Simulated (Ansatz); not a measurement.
Ansatz (a first-principles code) run on MgZn₂ (P1, 6 atoms in the cell): zone-centre phonon calculation.

Level of theory: LDA (PW92), default PAW files made with PBE (plane waves; Ansatz).

```xyz
6
Lattice="2.9868 0.0000 0.0000 -1.4934 2.5866 0.0000 0.0000 0.0000 13.5265" Properties=species:S:1:pos:R:3 pbc="T T T"
Mg     1.5001     0.8798     3.3689
Mg    -0.0117     1.7076    10.1390
Zn    -0.0281     1.7026     5.7212
Zn     1.4960     0.8599     7.7954
Zn     1.5013     0.8851    12.5153
Zn     0.0225     1.7248     1.0396
```

Reference input (self-consistent single point, DFT, LDA (PW92), plane waves, default PAW files made with PBE): kpoints.mp_grid.grid = 9 9 2; hamiltonian.xc = lda; hamiltonian.pseudopotentials = {kind: paw} (the program's default PAW files); scf.occupations.method = cold; scf.occupations.width = 0.1 eV. This run's input differs from it in these lines:

```diff
@@ -20,6 +20,5 @@
   occupations: { method: cold, width: 0.1 }
-output:
-  forces: true
-  eigenvalues: true
-  stress: true
+  convergence: { dr2_threshold: 1.0e-04 eV }
+phonons:
+  method: dfpt
```

Output, abridged:

```
SCF iter   1: F=—  HF=-16787.795605 eV  |F-HF|=—  |Δ(HF+E_count)|=         —  Δρ=6.30e-3  dr2=3.74e-2  ethr=1.77e-3  ⟨swp⟩=8.7  Hψ=14775  notcnv=0  defer=11
all-band conjugate gradients solve this SCF's bands
preconditioner: auto → Kerker (q_TF=auto, 2.540 Å⁻¹)
SCF iter   2: F=—  HF=-16787.784728 eV  |F-HF|=—  |Δ(HF+E_count)|=   1.09e-2  S|Δr|=    0.00e0  Δρ=2.61e-3  dr2=1.52e-2  ethr=5.51e-5  ⟨swp⟩=2.7  Hψ=6075  notcnv=0  defer=16
SCF iter   3: F=—  HF=-16787.782578 eV  |F-HF|=—  |Δ(HF+E_count)|=   2.15e-3  S|Δr|=    0.00e0  Δρ=1.68e-3  dr2=3.26e-3  ethr=2.24e-5  ⟨swp⟩=2.9  Hψ=5955  notcnv=0  defer=16
SCF iter   4: F=—  HF=-16787.781812 eV  |F-HF|=—  |Δ(HF+E_count)|=   7.66e-4  S|Δr|=    0.00e0  Δρ=5.36e-4  dr2=1.13e-3  ethr=4.79e-6  ⟨swp⟩=2.0  Hψ=5025  notcnv=0  defer=16
SCF iter   5: F=—  HF=-16787.781551 eV  |F-HF|=—  |Δ(HF+E_count)|=   2.61e-4  S|Δr|=    0.00e0  Δρ=1.59e-4  dr2=3.55e-5  ethr=1.66e-6  ⟨swp⟩=3.0  Hψ=5457  notcnv=0  defer=17
SCF iter   6: F=-16787.781546 eV  HF=-16787.781546 eV  |F-HF|=7.48e-7  |Δ(HF+E_count)|=   4.64e-6  S|Δr|=    0.00e0  Δρ=4.34e-5  dr2=1.57e-6  ethr=5.23e-8  ⟨swp⟩=14.7  Hψ=34542  notcnv=0
SCF 1 converged in 6 iterations: F = -16787.781546 eV  dr2 = 1.57e-6
DFPT response loops at Γ: preconditioner auto → Kerker (q_TF=auto, 2.540 Å⁻¹) (partly filled bands, converged f_vac=0.000) …
phonon interpolation: 2 periodic images of 2 blocks of the force constants (a block to an ordered pair of atoms and a translation) lie up to 3.26e-3 Å farther …
Stability not checked (fill_not_monotonic)
Free energy (F): -16787.781546 eV
   [... lines left out ...]
Fermi energy:    8.421089 eV
   [... lines left out ...]
  ASR residual: 2.928e-2 → 0.000e0 eV/Å²; symmetrization residual: 4.488e-7 eV/Å²
  ASR residual per site (eV/Å²): 2.70e-2 2.93e-2 1.01e-2 1.19e-2 1.08e-2 6.73e-3
  Γ frequencies (cm⁻¹): 0.00 0.00 0.00 40.62 43.41 57.98 61.00 71.23 72.20 76.47 102.10 103.90 106.97 110.70 113.71 150.85 197.95 213.89
  non-analytic LO–TO correction: not included (Born effective charges unavailable; polar crystals: no LO–TO splitting at Γ)
```

The run converged in 6 iterations. 

Summary of the result:
- Free energy E − TS (on the zero of these files): -16787.7815 eV
- Fermi level (on the code's own zero): 8.42 eV
- Zone-centre frequencies (cm⁻¹; negative means imaginary): 0, 0, 0, 41, 43, 58, 61, 71, 72, 76, 102, 104, 107, 111, 114, 151, 198, 214

The starting cell comes from a database of computed structures (which also holds hypothetical and non-ambient phases and stackings), without a prior relaxation at this level. Its atoms were displaced at random from the sites of space group no. 194.

Cost on one core of a shared machine: roughly 10 min.

Keys are those of Ansatz 0.2.
